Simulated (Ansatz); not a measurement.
Al: tensor shear ε_yz = −1.43 %

Base system: Al in the fcc (Cu type) structure (space group Fm-3m, No. 225; a = 3.9937 Å; relaxed with 0.1 eV smearing). Axes: x, y, z lie along the cube axes.

Modification: tensor shear ε_yz = −1.43 % (engineering shear γ = -0.0286); the atoms relax in the strained cell.

Computed with plane-wave PAW DFT at the r2SCAN level (Ansatz, an electronic-structure program, 500 eV), no spin-orbit coupling. k-mesh 28×28×28 (Γ-centred); smearing 0.1 eV (Fermi–Dirac).

The space group goes from Fm-3m (No. 225) to Immm (No. 71) and the energy goes up by 1.7 meV/atom. The pressure (mean of the normal stresses, compression positive) is nearly the same (0.0 GPa against 0.1 GPa) and the band gap is still zero. The stress (xx, yy, zz, yz, xz, xy; compression positive) is (0.1, 0.1, 0.1, 1.3, 0.0, 0.0) GPa.

Final structure:

```xyz
1
Lattice="0.0000 1.9683 1.9683 1.9968 -0.0286 1.9968 1.9968 1.9968 -0.0286" Properties=species:S:1:pos:R:3 pbc="T T T"
Al     0.0000     0.0000     0.0000
```

Whether these cells are dynamically stable was not tested.
